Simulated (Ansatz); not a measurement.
Start from SnSe$_{2}$ in the CdI2 type structure (space group P-3m1, No. 164; layered, stacked along the Cartesian z axis).

```
SnSe2
1.0
    3.84028     0.00000     0.00000
   -1.92014     3.32578     0.00000
    0.00000     0.00000     6.00569
Sn Se
1 2
Direct
  0.00000   0.00000   0.00000
  0.33333   0.66667   0.26533
  0.66667   0.33333   0.73467
```

All numbers come from DFT with PBE-D3(BJ), PAW potentials and a 420 eV plane-wave cutoff in Ansatz (an electronic-structure program), without spin-orbit coupling.

Before the change:

- Band gap: 0.36 eV

Perturbation: a free-standing slab of 2 layers (6 atoms, 3 a layer) is cut normal to the stacking axis, with 15 Å of vacuum and the in-plane cell relaxed.

Task: What happens to the gap character?

Result: The gap character comes out as indirect, Γ–M (25 % along) → M.

Task: Estimate the effect on the excess energy per area of both faces.

Result: The excess energy per area of both faces (slab less bulk energy over the cell's area: twice a surface energy) comes out as 0.37 J/m².

Task: How does this affect the band gap?

Result: The band gap rises by 0.29 eV, from 0.36 eV to 0.65 eV.

The excess energy carries the mismatch between the slab's and the bulk's meshes. Whether these cells are dynamically stable was not tested.
